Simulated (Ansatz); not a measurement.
## MgS: pressure series

The parent structure is MgS in the rock salt structure (space group Fm-3m, No. 225; a = 5.182 Å).

Cell and atoms are relaxed at each pressure.

All numbers come from plane-wave PAW DFT at the PBEsol level (Ansatz, an electronic-structure program, 420 eV), scalar-relativistic without spin-orbit coupling.

Candidates:
(a) pressure 2.1 GPa
(b) pressure −2 GPa
(c) pressure −1 GPa
(d) pressure 4.5 GPa

Before the change:

Band gap: 2.73 eV

Problem. Order them by band gap, lowest first.

Solution. (b) pressure −2 GPa (2.67 eV), (c) pressure −1 GPa (2.70 eV), (a) pressure 2.1 GPa (2.78 eV), (d) pressure 4.5 GPa (2.83 eV)

Load acts through the strain it causes; cell and atoms are relaxed under it. No phonon test of stability was made.
